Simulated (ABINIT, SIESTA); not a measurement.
A SIESTA input for a self-consistent single point of Cl₂ (Cmce, 4 atoms in the cell) (DFT, GGA PBEsol, numerical atomic orbitals DZP, PseudoDojo PBEsol standard norm-conserving potentials (rewritten from UPF to PSML)):

```
# files in the folder: Cl.psml (PseudoDojo PBEsol standard)
SystemName  Cl2
SystemLabel siesta

NumberOfAtoms                4
NumberOfSpecies              1
%block ChemicalSpeciesLabel
  1 17 Cl
%endblock ChemicalSpeciesLabel
LatticeConstant              1.0 Ang
%block LatticeVectors
     3.232542000   -2.037513000    0.000000000
     3.232542000    2.037513000    0.000000000
     0.000000000    0.000000000    8.320897000
%endblock LatticeVectors
AtomicCoordinatesFormat      Bohr
%block AtomicCoordinatesAndAtomicSpecies
     6.108619066   -2.968459318    9.509219893  1
     6.108619066    2.968459318    6.214996548  1
     6.108619066   -0.881882228    1.647111672  1
     6.108619066    0.881882228   14.077104769  1
%endblock AtomicCoordinatesAndAtomicSpecies

XC.functional                GGA
XC.authors                   PBEsol
PAO.BasisSize                DZP
PAO.EnergyShift              0.01 Ry
MeshCutoff                   300 Ry
%block kgrid.MonkhorstPack
    9   0   0  0.0
    0   9   0  0.0
    0   0   4  0.0
%endblock kgrid.MonkhorstPack
OccupationFunction           FD
ElectronicTemperature        50.0 meV

MaxSCFIterations             150
SCF.Mixer.Method             Pulay
SCF.Mixer.Weight             0.25
SCF.Mixer.History            8
SCF.DM.Tolerance             1.0E-05
Diag.ParallelOverK           true
WriteForces                  true
```

**Question.** Write the same calculation as an input for ABINIT.

**Answer.** This is the input that was run; spellings and numerical settings could be chosen otherwise.

```
# Cl2, JTH v2.0 PBE PAW
pp_dirpath "./"
pseudos "Cl.GGA_PBE-JTH.xml"
acell 7.2208279936 7.2208279936 15.7242164412
rprim
         0.8459721062   -0.5332271519    0.0000000000
         0.8459721062    0.5332271519    0.0000000000
         0.0000000000    0.0000000000    1.0000000000
natom 4
ntypat 1
znucl 17
typat 1 1 1 1
xcart
         6.1086190664   -2.9684593178    9.5092198928
         6.1086190664    2.9684593178    6.2149965484
         6.1086190664   -0.8818822276    1.6471116722
         6.1086190664    0.8818822276   14.0771047690
ecut 26
pawecutdg 52
pawxcdev 0
ixc -116133
occopt 3
tsmear 0.00183747
nband 19
kptopt 1
ngkpt 9 9 4
nshiftk 1
shiftk 0 0 0
nstep 50
tolvrs 1.0e-10
prtwf 0
prtden 0
enunit 1
```

Basis, cutoffs, solver keys and any potentials are the target program's own. This input uses DFT, PBEsol, plane waves, PAW (JTH v2.0 PBE PAW, files made for PBE).

The starting cell comes from a database of computed structures (which also holds hypothetical and non-ambient phases and stackings), without a prior relaxation at this level. Its lattice was rescaled by a random factor within 2.5 % of one.
